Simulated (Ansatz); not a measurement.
Electronic density of states of amorphous Al$_{28}$O$_{43}$Ca, density 3.02 g/cm³, on a 2×2×2 Γ-centred mesh with a Gaussian width of 0.1 eV; energies count from the Fermi level, whose place inside the gap is arbitrary. Cell and mesh are small, so fine structure isn't converged. Calculation: PBE, scalar-relativistic without spin-orbit coupling (plane waves to 420 eV, PAW; Ansatz, a quantum-chemistry and plane-wave program). Sampling: a 2×2×2 Γ-centred mesh; Fermi-Dirac width 0.02 eV; no spin polarisation. At PBE the levels at the filled edge of the gap are localised (band-tail or defect states), and the nearest spread-out levels lie 4.1 eV apart at the zone centre.

Preparation: random packing, a CHGNet melt and quench, and a DFT relaxation. O atoms were pushed apart under 1.9 Å during the dynamics, to hinder bonds among them. The hot cell started wider than the set density and was brought back towards it in steps. It is the lowest in DFT energy of 2 quenches. It is a model cell: composition and starting density were chosen by hand, and all elements were melted together. No dispersion term was used. Its density started from a set value of 3.11 and ended at 3.02 g/cm³. The quench (nominally 410 K/ps over its main leg) was far faster than any real one, so the model tends to hold more defects than a real film. One small periodic cell is one sample of the glass; other quenches scatter about these values. Volume and shape were free in the relaxation.

(E - EF (eV), states/(eV atom)): (-12.00, 0.00); (-11.90, 0.00); (-11.80, 0.00); (-11.70, 0.00); (-11.60, 0.00); (-11.50, 0.00); (-11.40, 0.00); (-11.30, 0.00); (-11.20, 0.00); (-11.10, 0.00); (-11.00, 0.00); (-10.90, 0.00); (-10.80, 0.00); (-10.70, 0.00); (-10.60, 0.00); (-10.50, 0.00); (-10.40, 0.00); (-10.30, 0.00); (-10.20, 0.00); (-10.10, 0.00); (-10.00, 0.00); (-9.90, 0.00); (-9.80, 0.00); (-9.70, 0.00); (-9.60, 0.00); (-9.50, 0.00); (-9.40, 0.00); (-9.30, 0.00); (-9.20, 0.00); (-9.10, 0.00); (-9.00, 0.00); (-8.90, 0.00); (-8.80, 0.00); (-8.70, 0.00); (-8.60, 0.01); (-8.50, 0.07); (-8.40, 0.16); (-8.30, 0.18); (-8.20, 0.22); (-8.10, 0.30); (-8.00, 0.38); (-7.90, 0.46); (-7.80, 0.44); (-7.70, 0.39); (-7.60, 0.35); (-7.50, 0.36); (-7.40, 0.38); (-7.30, 0.35); (-7.20, 0.33); (-7.10, 0.37); (-7.00, 0.39); (-6.90, 0.40); (-6.80, 0.41); (-6.70, 0.43); (-6.60, 0.45); (-6.50, 0.49); (-6.40, 0.48); (-6.30, 0.49); (-6.20, 0.50); (-6.10, 0.48); (-6.00, 0.50); (-5.90, 0.52); (-5.80, 0.54); (-5.70, 0.54); (-5.60, 0.55); (-5.50, 0.60); (-5.40, 0.60); (-5.30, 0.58); (-5.20, 0.59); (-5.10, 0.56); (-5.00, 0.57); (-4.90, 0.60); (-4.80, 0.65); (-4.70, 0.67); (-4.60, 0.65); (-4.50, 0.63); (-4.40, 0.65); (-4.30, 0.70); (-4.20, 0.71); (-4.10, 0.77); (-4.00, 0.73); (-3.90, 0.62); (-3.80, 0.66); (-3.70, 0.77); (-3.60, 0.79); (-3.50, 0.74); (-3.40, 0.75); (-3.30, 0.78); (-3.20, 0.83); (-3.10, 0.79); (-3.00, 0.72); (-2.90, 0.70); (-2.80, 0.70); (-2.70, 0.69); (-2.60, 0.64); (-2.50, 0.61); (-2.40, 0.56); (-2.30, 0.49); (-2.20, 0.37); (-2.10, 0.31); (-2.00, 0.25); (-1.90, 0.27); (-1.80, 0.37); (-1.70, 0.18); (-1.60, 0.02); (-1.50, 0.00); (-1.40, 0.00); (-1.30, 0.00); (-1.20, 0.00); (-1.10, 0.00); (-1.00, 0.00); (-0.90, 0.00); (-0.80, 0.00); (-0.70, 0.00); (-0.60, 0.00); (-0.50, 0.00); (-0.40, 0.00); (-0.30, 0.00); (-0.20, 0.00); (-0.10, 0.00); (0.00, 0.00); (0.10, 0.00); (0.20, 0.00); (0.30, 0.00); (0.40, 0.00); (0.50, 0.00); (0.60, 0.00); (0.70, 0.00); (0.80, 0.00); (0.90, 0.00); (1.00, 0.00); (1.10, 0.00); (1.20, 0.00); (1.30, 0.00); (1.40, 0.00); (1.50, 0.00); (1.60, 0.01); (1.70, 0.02); (1.80, 0.01); (1.90, 0.00); (2.00, 0.00); (2.10, 0.00); (2.20, 0.00); (2.30, 0.02); (2.40, 0.04); (2.50, 0.04); (2.60, 0.03); (2.70, 0.07); (2.80, 0.06); (2.90, 0.04); (3.00, 0.04); (3.10, 0.08); (3.20, 0.06); (3.30, 0.06); (3.40, 0.08); (3.50, 0.09); (3.60, 0.07); (3.70, 0.08); (3.80, 0.08); (3.90, 0.08); (4.00, 0.09); (4.10, 0.11); (4.20, 0.15); (4.30, 0.14); (4.40, 0.17); (4.50, 0.20); (4.60, 0.25); (4.70, 0.26); (4.80, 0.26); (4.90, 0.27); (5.00, 0.28); (5.10, 0.29); (5.20, 0.26); (5.30, 0.29); (5.40, 0.28); (5.50, 0.28); (5.60, 0.28); (5.70, 0.31); (5.80, 0.35); (5.90, 0.40); (6.00, 0.38); (6.10, 0.37); (6.20, 0.40); (6.30, 0.38)

The level gap on this mesh is 3.45 eV; the broadening fills part of it in the curve.
